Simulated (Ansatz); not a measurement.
## Sr: response to strain

Base system: Sr in the fcc (Cu type) structure (space group Fm-3m, No. 225; a = 5.9225 Å).

Strains are applied to the cell and any free atomic positions relax.

The values are results of PBEsol (Ansatz, a quantum-chemistry and plane-wave program; PAW; 420 eV plane waves; without spin-orbit coupling), not measurements.

Candidates:
(a) isotropic strain +1.00 %
(b) isotropic strain −2.00 %
(c) isotropic strain +3.00 %
(d) isotropic strain −3.00 %

Notes on the quantities. energy relative to the base: free energy F.

Q: Order them by energy relative to the base, highest first.

A: (d) isotropic strain −3.00 % (+17 meV/atom), (c) isotropic strain +3.00 % (+15 meV/atom), (b) isotropic strain −2.00 % (+7.6 meV/atom), (a) isotropic strain +1.00 % (+1.8 meV/atom)

Whether these cells are dynamically stable was not tested.
